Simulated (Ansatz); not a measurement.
A periodic model of amorphous Ga$_{24}$O$_{39}$Y$_{2}$:

```xyz
65
Lattice="9.5973 0.1600 0.1585 0.1600 9.3234 -0.0101 0.1585 -0.0101 9.1772" Properties=species:S:1:pos:R:3 pbc="T T T"
Ga     3.9319     6.9156     1.3570
Ga     0.4640     0.7937     7.4022
Ga     4.9466     3.6342     0.4497
Ga     9.0105     2.1570     0.8749
Ga     2.0347     3.6889     8.3562
Ga     8.0038     8.3672     0.2595
Ga     6.3367     8.0093     3.2734
Ga     2.2479     2.3799     5.3022
Ga     6.9235     3.7005     6.6655
Ga     2.5249     6.6103     3.9189
Ga     0.3620     4.1098     3.6134
Ga     1.1943     8.8506     1.9459
Ga     7.1774     7.9310     6.2327
Ga     4.0996     8.8687     5.5028
Ga     5.5139     2.0670     4.8475
Ga     9.3152     7.3878     4.5391
Ga     9.0519     5.7498     7.6357
Ga     3.2447     3.9871     2.5743
Ga     3.0567     8.4331     8.3464
Ga     8.6578     1.4041     4.1920
Ga     6.0747     6.1817     8.5148
Ga     0.6434     5.9115     1.0669
Ga     6.2073     1.5008     1.8072
Ga     5.6636     0.8207     7.8784
O      8.5720     4.0457     7.2394
O      4.5476     7.6012     2.9386
O      1.0817     5.3280     8.4575
O      6.6941     1.4433     3.6041
O      7.4098     2.9260     1.3179
O      6.4033     1.8582     6.5286
O      5.8912     8.6682     5.0327
O      3.7678     1.3358     4.8042
O      0.9967     2.2052     8.6921
O      4.9939     3.1864     2.4076
O      0.8545     5.6743     4.4471
O      3.0669     3.7188     0.6224
O      1.9021     3.0445     3.5488
O      2.8025     3.5985     6.6468
O      1.4709     8.5290     7.5239
O      7.9206     6.4692     9.0147
O      0.6688     1.5054     5.6837
O      3.2704     7.2549     5.5735
O      5.8889     3.9443     5.0575
O      3.6840     5.0984     4.0205
O      9.5868     1.2208     2.4466
O      5.4762     5.4989     1.1532
O      8.8680     7.0943     6.3955
O      5.5717     4.2880     7.9324
O      9.3109     4.7224     2.0729
O      3.9837     0.2251     7.2928
O      2.3664     5.9259     1.9548
O      8.4809     3.2897     4.2585
O      7.6111     6.6637     3.6400
O      6.8001     8.5914     7.9780
O      4.2020     6.9091     8.6363
O      8.5000     9.0666     4.9203
O      5.1744     1.7230     0.2504
O      1.3453     8.0838     3.6244
O      2.7895     8.6776     1.0249
O      9.5956     7.8131     1.2477
O      8.6414     0.7454     8.8309
O      6.8291     8.9449     1.6692
O      6.1748     6.3437     6.6128
Y      4.2899     5.3086     6.0860
Y      6.9630     4.5448     2.9047
```

Calculation: PBE, scalar-relativistic without spin-orbit coupling (plane waves to 420 eV, PAW; Ansatz, an electronic-structure program).

A CHGNet melt-quench gave the starting glass, which DFT then relaxed. O atoms were pushed apart under 1.9 Å during the dynamics, to hinder bonds among them. The hot cell started wider than the set density and was brought back towards it in steps. It is the lowest in DFT energy of 2 quenches. It is a model cell: composition and starting density were chosen by hand, and all elements were melted together. No dispersion term was used. Its density started from a set value of 5.01 and ended at 5.01 g/cm³. The simulated quench (nominally 280 K/ps over its main leg) is rapid and tends to freeze in more defects than a deposited or slowly cooled glass has. Values belong to this one cell and scatter from quench to quench. The volume was held where the preparation left it and the shape relaxed, at a PBE pressure of 0.9 GPa. Stress components on the final sampling reach 1.0 GPa.

Neighbours within Ga-Ga 2.68 Å, Ga-O 2.34 Å, Ga-Y 3.21 Å, O-O 1.58 Å, O-Y 2.82 Å, Y-Y 3.74 Å count as bonded. Two cations that share two anions don't count as bonded, nor two that share one unless they lie closer than Ga-Ga 2.61 Å, Ga-Y 3.12 Å, Y-Y 3.64 Å.

Q: Give the coordination numbers, mean bond lengths and angles.

A: 
The mean coordination of Ga by anions comes out as 4.42 (14 with 4, 10 with 5) and the mean coordination of O is 3.05 (3 with 2, 31 with 3, 5 with 4). The mean coordination of Y by anions is 6.50 (1 with 6, 1 with 7) and the mean Ga-O bond comes out as 1.923 Å (spread 0.088 Å, 106 counted). The mean O-Y bond is 2.363 Å (spread 0.105 Å, 13 counted), the bond angle at Ga is mean 107.6°, spread 20.9° and the bond angle at O is mean 113.9°, spread 14.6°. The bond angle at Y is mean 101.3°, spread 29.1°.

Q: List the pairs of like atoms that count as bonded by the rules above.

A: There are none by these rules.
